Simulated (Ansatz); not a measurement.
The reference is SiO₂ (space group P4_12_12, No. 92; a = 5.085 Å, c = 7.100 Å).

Method: PBE, PAW, 420 eV (Ansatz, a quantum-chemistry and plane-wave program; no spin-orbit coupling).

Base values:

| Item | Value |
|---|---|
| Width of the top valence band | 0.64 eV |
| Valence-band top at Γ | 0.00, -0.25, -0.25 eV |

Now apply this change: a hydrostatic pressure of 0.7 GPa.

**Question.** What happens to the mean gap deformation potential ΔEg/Δln V, width of the top valence band and valence-band top at Γ?

**Answer.** The mean gap deformation potential ΔEg/Δln V amounts to -1.5 eV; the width of the top valence band drops by 0.04 eV to 0.60 eV; the valence-band top at Γ (three highest levels, from the VBM) goes from 0.00, -0.25, -0.25 eV to 0.00, -0.32, -0.32 eV.

Load acts through the strain it causes; cell and atoms are relaxed under it. Stability against distortions was not tested.
